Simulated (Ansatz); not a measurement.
Reference: SnC (F-43m), PBE with spin-orbit coupling, rigid bands (plane waves, PAW; Ansatz, a program for electronic structure); axes and stresses refer to this cell.

```
SnC
1.0
    0.00000     2.51703     2.51703
    2.51703     0.00000     2.51703
    2.51703     2.51703     0.00000
Sn C
1 1
Direct
  0.00000   0.00000   0.00000
  0.25000   0.25000   0.25000
```

* **band gap**: 0.79 eV
* **Seebeck coefficient, p-type 1e19 cm⁻³**: 363 μV/K
* **hole conductivity mass**: 0.64 mₑ

**Question.** After one change the values are band gap 0.64 eV; Seebeck coefficient, p-type 1e19 cm⁻³ 180 μV/K; hole conductivity mass 0.26 mₑ. Which change was made?
(A) hydrostatic pressure of -7.5 GPa (compression positive)
(B) hydrostatic pressure of -2.5 GPa (compression positive)
(C) uniaxial stress along [001] of 7.5 GPa (compression positive)
(D) biaxial stress in (111) of -2.5 GPa (compression positive)

**Answer.** C, uniaxial stress along [001] of 7.5 GPa (compression positive)

Masses are for dilute carriers at 300 K, harmonic means over directions unless an axis is named. Seebeck coefficients are for the stated density at 300 K, with one relaxation time for all states and whether or not that doping can be reached. Stresses and pressures are the targets of the relaxation.  The structure type is held under load, also where the real crystal would transform.

Computed structure with no diffraction record at hand here (it may be known, metastable or hypothetical): SnC (F-43m).
